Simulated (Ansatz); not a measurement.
The reference is IrO$_{2}$ in the rutile structure (space group P4_2/mnm, No. 136; a = 4.529 Å, c = 3.180 Å).

One thing is altered: a negative pressure, −1 GPa.

Levels (all Ansatz, a program for electronic structure, PAW): PBE (420 eV, no spin-orbit coupling); PBE+SOC (420 eV, spin-orbit coupling included).

The geometry is relaxed with PBE.

```
Quantity        Result
------------  --------
PBE pressure  -1.0 GPa
```

**Question.** How does going to PBE+SOC change the pressure?

**Answer.** The pressure rises by 1.5 GPa, from -1.0 GPa to 0.5 GPa.

Single points use the geometry relaxed with PBE. Differences between runs with and without spin-orbit coupling are approximate. Load acts through the strain it causes; cell and atoms are relaxed under it. No phonon test of stability was made. No Hubbard U is applied, and correlation can decide whether such a compound is a metal. The runs without spin-orbit coupling are not spin-polarised.
